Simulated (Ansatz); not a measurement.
The parent structure is an 8-atom supercell of CoSi (space group P2_13, No. 198; a = 4.3861 Å; non-magnetic) at its relaxed geometry.

The values are results of PBEsol (Ansatz, a quantum-chemistry and plane-wave program), spin-orbit coupling left out, earlier PAW set, not measurements.

For the base:

| Property | Result |
|---|---|
| Pressure | 0.0 GPa |
| Mean distance from the defect site to its nearest host atoms | 2.31 Å |

Now apply this change: a neutral Tl on a Si site, atoms relaxed at fixed cell, starting from a slightly rattled geometry.

Tabulated Pauling electronegativity and covalent radius: Si 1.90, 1.11 Å; Tl 1.62, 1.45 Å.

Task: What does the calculation give for the largest displacement of a host atom from its site in the perfect cell, pressure and mean distance from the defect site to its nearest host atoms after the change?

Result: The largest displacement of a host atom from its site in the perfect cell amounts to 0.14 Å; the pressure goes from zero to 37.2 GPa; the mean distance from the defect site to its nearest host atoms goes up by 0.08 Å (2.31 Å → 2.39 Å).

The magnetic state is the one reached from the starting moments; the real material's order can differ, and small cells can't hold many antiferromagnetic ones. In so small a cell the defect repeats every few ångströms: this is an ordered compound, not a dilute defect. Starting moments died away, wholly or in part, for Tl on a Si site and the base; another magnetic solution may exist. Spin-polarised in the final run: Tl on a Si site; the other runs are not. The defect cell is spin-polarised and ends with 0.0 μB.
